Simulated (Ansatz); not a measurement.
A stack in vacuum: 2 layers of Bi2Se3, started at antiparallel, no shift (facing Se atop Se, which symmetry holds and which is mostly a maximum against sliding).

Methods: PBE+D3(BJ) (plane waves to 420 eV, PAW; Ansatz, a program for electronic structure); PBE+D3(BJ) with spin-orbit coupling (plane waves to 420 eV, PAW; Ansatz); HSE06 (plane waves to 420 eV, PAW; Ansatz). Geometries and values that name no level are of the first. Values not marked SOC have no spin–orbit coupling. Its k-point mesh 9×9×1, Fermi–Dirac width 0.01 eV. HSE06 ran on meshes of its own (6×6×1); its edges and gaps are taken over the mesh and over extra points off it, mostly where PBE has its edges. A dipole correction is on.

Predict its spacing, binding and gap.

The gap between facing atomic planes comes out as 3.54 Å, the step of the vacuum level across the stack (top less bottom) is 0.00 eV and the interaction energy of the frozen layers is -13.7 meV/Å². The interaction energy without the D3 term at this geometry comes out as +1.7 meV/Å² and the PBE gap over the mesh and listed points off it comes out as 0.73 eV, indirect (lowest direct gap 0.80 eV). The valence and conduction edges under the vacuum level of the lower face is 5.75 and 5.02 eV, the HSE06 gap at the same geometry is 1.22 eV and the PBE+SOC gap at the same geometry is 0.27 eV.
